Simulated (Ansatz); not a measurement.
## A computed series for MgO: pressure series

Consider MgO in the rock salt structure (space group Fm-3m, No. 225; a = 4.254 Å).

Cell and atoms are relaxed at each pressure.

Method: PBE (Ansatz, a first-principles code, PAW, no spin-orbit coupling).

| pressure (GPa) | band gap (eV) |
|---|---|
| -2 | 4.33 |
| -1 | ? |
| 0 | 4.46 |
| 0.9 | 4.52 |
| 2.1 | 4.59 |
| 4.5 | 4.73 |
| 9 | 4.98 |
| 15 | 5.30 |

Fit E_g = E₀ + αP + βP² to the rows shown and predict the withheld row.

Least squares on the printed values gives E₀ = 4.46 eV, α = 61.9 meV/GPa, β = -0.40 meV/GPa² (largest residual 0.00 eV); this predicts 4.40 eV, and the run gives 4.40 eV, in agreement.

Load acts through the strain it causes; cell and atoms are relaxed under it. No phonon test of stability was made. No other phases were tried under pressure.
